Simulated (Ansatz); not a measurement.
Start from GaSb in the zinc blende structure (space group F-43m, No. 216; a = 6.213 Å).

Level of theory: plane-wave PAW DFT at the PBE level (Ansatz, a program for electronic structure, 420 eV), no spin-orbit coupling.

One thing is altered: the cell is scaled by 0.9800 in all directions; the atoms relax in the strained cell.

Problem. What does the calculation give for the valley order after the change?

Solution. The valley order (the lowest conduction-band minima on the path, energy above the VBM, named in the base's zone) comes out as Γ 0.14 eV; L along ⟨111⟩ 0.44 eV; a point along ⟨100⟩, about 0.9 Å⁻¹ from Γ 0.86 eV.

Problem. How does this affect the energy relative to the base?

Solution. The energy rises by 16 meV/atom.

Spin-orbit coupling, missing from the scalar runs, can matter with Sb. The levels and masses belong to the bands next to the band gap. Stability against distortions was not tested. All final runs are without spin polarisation.
